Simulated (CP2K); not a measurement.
## Worked example: self-consistent single point of TaAs (I4_1md, 4 atoms in the cell) in CP2K

Computed with PBE, GPW, DZVP-MOLOPT-SR-GTH basis, GTH-PBE potentials (GTH_POTENTIALS) (CP2K 2026.2).

This input was run:

```
&GLOBAL
  PROJECT taas
  RUN_TYPE ENERGY_FORCE
  PRINT_LEVEL LOW
&END GLOBAL
&FORCE_EVAL
  METHOD Quickstep
  STRESS_TENSOR ANALYTICAL
  &DFT
    BASIS_SET_FILE_NAME BASIS_MOLOPT
    POTENTIAL_FILE_NAME GTH_POTENTIALS
    &QS
      METHOD GPW
      EPS_DEFAULT 1E-10
    &END QS
    &MGRID
      CUTOFF 500
      REL_CUTOFF 40
      NGRIDS 5
    &END MGRID
    &SCF
      SCF_GUESS ATOMIC
      EPS_SCF 1E-6
      MAX_SCF 100
      ADDED_MOS 7
      &DIAGONALIZATION
        ALGORITHM STANDARD
      &END DIAGONALIZATION
      &MIXING
        METHOD BROYDEN_MIXING
        ALPHA 0.2
        NBUFFER 8
        BETA 1.5
      &END MIXING
      &SMEAR ON
        METHOD FERMI_DIRAC
        ELECTRONIC_TEMPERATURE [K] 1160.45
      &END SMEAR
    &END SCF
    &KPOINTS
      SCHEME MONKHORST-PACK 8 8 8
      GAMMA_CENTERED T
    &END KPOINTS
    &XC
      &XC_FUNCTIONAL PBE
      &END XC_FUNCTIONAL
    &END XC
    &PRINT
      &MO
        EIGENVALUES T
        OCCUPATION_NUMBERS T
        NDIGITS 8
        FILENAME mo
        &EACH
          QS_SCF 0
        &END EACH
        ADD_LAST NUMERIC
      &END MO
      &MULLIKEN OFF
      &END MULLIKEN
    &END PRINT
  &END DFT
  &SUBSYS
    &CELL
      ABC 6.44840700 6.44840696 6.44840699
      ALPHA_BETA_GAMMA 148.55015390 148.55015399 45.07387980
      PERIODIC XYZ
    &END CELL
    &COORD
      Ta       5.02714343     3.42405403     1.23576950
      Ta       8.25134693     3.42405403     0.00000000
      As       0.43547026     1.51865154     1.23576950
      As       3.65967376     1.51865154     0.00000000
    &END COORD
    &KIND Ta
      BASIS_SET DZVP-MOLOPT-SR-GTH
      POTENTIAL GTH-PBE-q13
    &END KIND
    &KIND As
      BASIS_SET DZVP-MOLOPT-SR-GTH
      POTENTIAL GTH-PBE-q5
    &END KIND
  &END SUBSYS
  &PRINT
    &FORCES ON
    &END FORCES
    &STRESS_TENSOR ON
    &END STRESS_TENSOR
  &END PRINT
&END FORCE_EVAL
```

Output (repeated stretches shortened):

```
 GLOBAL| Method name                                                        CP2K
 GLOBAL| Project name                                                       taas
 GLOBAL| Run type                                                   ENERGY_FORCE

 TOTAL NUMBERS AND MAXIMUM NUMBERS

  Total number of            - Atomic kinds:                                   2
                             - Atoms:                                          4
                             - Shell sets:                                     4
                             - Shells:                                        26
                             - Primitive Cartesian functions:                 20
                             - Cartesian basis functions:                     90
                             - Spherical basis functions:                     78

  Maximum angular momentum of- Orbital basis functions:                        3
                             - Local part of the GTH pseudopotential:          2
                             - Non-local part of the GTH pseudopotential:      4

 SCF PARAMETERS         Density guess:                                    ATOMIC
                        max_scf:                                             100
                        max_diis:                                              4
                        eps_scf:                                        1.00E-06
                        eps_diis:                                       1.00E-01
                        eps_eigval:                                     1.00E-05
                        level_shift [a.u.]:                             0.000000
                        added MOs                                         7    0
                        Mixing method:                            BROYDEN_MIXING
                                                charge density mixing in g-space
                        Smear method:                                FERMI_DIRAC
                        Electronic temperature [K]:                       1160.5
                        Electronic temperature [a.u.]:                  3.67E-03
                        Accuracy threshold:                             1.00E-10
                        No outer SCF

 Extrapolation method: initial_guess

 Number of electrons:                                                         36
 Number of occupied orbitals:                                                 18
 Number of molecular orbitals:                                                25

 Number of orbital functions:                                                 78
 Number of independent orbital functions:                                     78

 SCF WAVEFUNCTION OPTIMIZATION

  Step     Update method      Time    Convergence         Total energy    Change
     1 NoMix/Diag. 0.20E+00      -     1.68682387      -130.0408340012 -1.30E+02
     2 Broy./Diag. 0.20E+00      -     0.02251688      -130.6618775234 -6.21E-01
     3 Broy./Diag. 0.20E+00      -     0.09985052      -129.8885092699  7.73E-01
     4 Broy./Diag. 0.20E+00      -     0.00849473      -129.2520069366  6.37E-01
     5 Broy./Diag. 0.20E+00      -     0.00330391      -129.2068112880  4.52E-02
     6 Broy./Diag. 0.20E+00      -     0.00187235      -129.1739856864  3.28E-02
     7 Broy./Diag. 0.20E+00      -     0.00116357      -129.1721170111  1.87E-03
   [... 2 lines left out ...]
    10 Broy./Diag. 0.20E+00      -     0.00003084      -129.1664708664  2.05E-04
    11 Broy./Diag. 0.20E+00      -     0.00004698      -129.1673411438 -8.70E-04
    12 Broy./Diag. 0.20E+00      -     0.00000172      -129.1674669498 -1.26E-04
    13 Broy./Diag. 0.20E+00      -     0.00000223      -129.1675221170 -5.52E-05
    14 Broy./Diag. 0.20E+00      -     0.00000006      -129.1675356811 -1.36E-05

  *** SCF run converged in    14 steps ***

  Electronic density on regular grids:        -36.0000000001       -0.0000000001
  Core density on regular grids:               35.9999999948       -0.0000000052
  Total charge density on r-space grids:       -0.0000000053
  Total charge density g-space grids:          -0.0000000053

  Overlap energy of the core charge distribution:               0.00000000507750
  Self energy of the core charge distribution:               -200.48457124461004
  Core Hamiltonian energy:                                     43.18238671794445
  Hartree energy:                                              45.08374251459933
  Exchange-correlation energy:                                -16.94807721443470
  Electronic entropic energy:                                  -0.00101645961770
  Fermi energy:                                                 0.39139096537349

  Total energy:                                              -129.16753568112725
  Total energy (extrapolated to T->0):                       -129.16702745131840

 ENERGY| Total FORCE_EVAL ( QS ) energy [hartree]           -129.167529708279460

 FORCES| Atomic forces [hartree/bohr]
 FORCES|   Atom     x               y               z               |f|
 FORCES|      1 -3.80462633E-05 -1.58163035E-05 -1.99295535E-08   4.12028398E-05
 FORCES|      2 -3.88997562E-05 -1.61084963E-05  1.24480136E-08   4.21031452E-05
 FORCES|      3  3.85805231E-05  1.59875743E-05  1.18692586E-08   4.17619377E-05
 FORCES|      4  3.90973783E-05  1.62397807E-05 -6.10570823E-09   4.23359836E-05
 FORCES| Sum     7.31881920E-07  3.02555232E-07 -1.71798954E-09
 FORCES| Total atomic force                                       7.91955658E-07

 STRESS| Analytical stress tensor [bar]
 STRESS|                        x                   y                   z
 STRESS|      x       -5.09683433432E+04   5.61756370172E+02  -1.09838039736E+00
 STRESS|      y        5.61756370172E+02  -5.20888272085E+04  -8.89766498997E-01
 STRESS|      z       -1.09838039736E+00  -8.89766498997E-01  -5.23226300206E+04
 STRESS| 1/3 Trace                                            -5.17932668574E+04
```

The run converged in 14 iterations.

The starting cell comes from a database of computed structures (which also holds hypothetical and non-ambient phases and stackings), without a prior relaxation at this level. Its lattice was rescaled by a random factor within 2.5 % of one. Spin polarisation is off. Values carry the incompleteness of an atom-centred basis. With a pressure of about -5 GPa the cell is away from its equilibrium volume at this level.

Cost on one core of a shared machine: roughly 2 min.
